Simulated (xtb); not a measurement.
xtb 6.7.1, GFN1-xTB: Nb(O)(OH)2(OMe) (C[O][Nb](=[O])([OH])[OH]), 11 atoms. The geometry is a generated start, not checked to be a minimum at this level.

```
Property                                                                                                        Value
------------------------  -------------------------------------------------------------------------------------------
method                                                                                                       GFN1-xTB
--acc                                                                                                     1 (default)
--etemp (K)                                                                                             300 (default)
detailed input (--input)  none: ANC optimiser, Lindh (1995) Hessian, microcycle=20, maxdispl=1.0, hlow=0.01 (default)
basis functions                                                                                                    40
valence electrons                                                                                                  38
```

```xyz
11

Nb    -0.6803     0.6627     0.3694
O     -0.0920     2.1323    -0.2467
O     -0.5735     0.7603     2.1950
H     -0.3523     1.1940     3.0237
O     -2.3776     0.4540    -0.2921
H     -3.1217     0.7698    -0.8114
O      0.3989    -0.6454    -0.2223
C      1.4806    -1.2195    -0.8734
H      1.3203    -2.2985    -0.9923
H      1.6028    -0.7562    -1.8645
H      2.3947    -1.0536    -0.2855
```

Charge 0 and multiplicity 1 are set for this test and not shown to be the ground state.

The structure is relaxed from this start with --opt LEVEL for the levels crude, sloppy, loose, lax, normal, tight, vtight, extreme, once each. Up to the end of the extreme run atoms move by at most 0.62 Å along an axis.

What is the loosest level that ends within 20 meV of the extreme run, and how many cycles does it take?

sloppy: 10 cycles against 60, ending 6.8 meV above.

```csv
level,cycles,energy above the extreme run (meV),gradient norm (eV/Å)
crude,3,32,0.23
sloppy,10,6.8,0.14
loose,10,6.8,0.14
lax,11,6.4,0.068
normal,12,6.3,0.043
tight,44,0.30,0.0066
vtight,59,under 0.01,0.0017
extreme,60,—,0.0012
```
